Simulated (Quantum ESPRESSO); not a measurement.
Quantum ESPRESSO is run on ZrC (P1, 2 atoms in the cell), and the run fails. The aim is a self-consistent single point with DFT, LDA (PZ), plane waves, GBRV 1.5 ultrasoft (LDA) pseudopotentials.

Input:

```fortran
&control
    calculation = 'scf'
    prefix = 'ZrC'
    outdir = './out'
    pseudo_dir = './'
    tprnfor = .true.
    tstress = .true.
/
&system
    ibrav = 0
    nat = 2
    ntyp = 2
    ecutwfc = 40
    ecutrho = 320
    occupations = 'smearing'
    smearing = 'cold'
    degauss = 0.0099958
/
&electrons
    conv_thr = 1.0d-10
    electron_maxstep = 5
    mixing_beta = 0.3
/
ATOMIC_SPECIES
Zr    91.2240  zr_lda_v1.uspp.F.UPF
C     12.0110  c_lda_v1.2.uspp.F.UPF
ATOMIC_POSITIONS crystal
Zr   -0.0476200000    0.0147850000    0.0404510000
C     0.5476200000    0.4852150000    0.4595490000
K_POINTS automatic
11 11 11  1 1 1
CELL_PARAMETERS angstrom
   0.0000000000     2.3564350000     2.3564350000
   2.3564350000     0.0000000000     2.3564350000
   2.3564350000     2.3564350000     0.0000000000
```

Output (repeated stretches shortened):

```
     Self-consistent Calculation

     iteration #  1     ecut=    40.00 Ry     beta= 0.30

     negative rho (up, down):  5.979E-02 0.000E+00

     total energy              =    -110.81293030 Ry
     estimated scf accuracy    <       0.66257365 Ry

     iteration #  2     ecut=    40.00 Ry     beta= 0.30

     negative rho (up, down):  6.042E-02 0.000E+00

     total energy              =    -110.93663530 Ry
     estimated scf accuracy    <       0.00896959 Ry

     iteration #  3     ecut=    40.00 Ry     beta= 0.30

     negative rho (up, down):  6.139E-02 0.000E+00

     total energy              =    -110.93664054 Ry
     estimated scf accuracy    <       0.00447144 Ry

     iteration #  4     ecut=    40.00 Ry     beta= 0.30

     negative rho (up, down):  6.160E-02 0.000E+00

     total energy              =    -110.93672595 Ry
     estimated scf accuracy    <       0.00233497 Ry

     iteration #  5     ecut=    40.00 Ry     beta= 0.30

     negative rho (up, down):  6.160E-02 0.000E+00

     total energy              =    -110.93728469 Ry
     estimated scf accuracy    <       0.00020013 Ry
     End of self-consistent calculation

     convergence NOT achieved after   5 iterations: stopping

   JOB DONE.
```

**Question.** Diagnose the run.

**Answer.** The fault is an iteration limit that is too low. The loop is cut before its threshold is met, so whatever is printed at the end is not self-consistent. To fix it, raise the limit, or leave it to the default. The run ended unconverged after 5 iterations.

An input that runs soundly differs in these lines (not the only fix; some lines may just follow from the change or write a value another way):
```diff
-    electron_maxstep = 5
```

With that input, the run converged in 11 iterations: free energy E − TS -1509.3786 eV; Fermi level (on the code's own zero) 14.62 eV; pressure -3.13 GPa; largest force (vector length) 2.180 eV/Å (DFT, LDA (PZ), plane waves, GBRV 1.5 ultrasoft (LDA) pseudopotentials).

On the sound input: the starting cell comes from a database of computed structures (which also holds hypothetical and non-ambient phases and stackings), without a prior relaxation at this level. Its atoms were displaced at random from the sites of space group no. 225. With a pressure of about -3 GPa the cell is away from its equilibrium volume at this level. Forces in this geometry exceed 1 eV/Å.
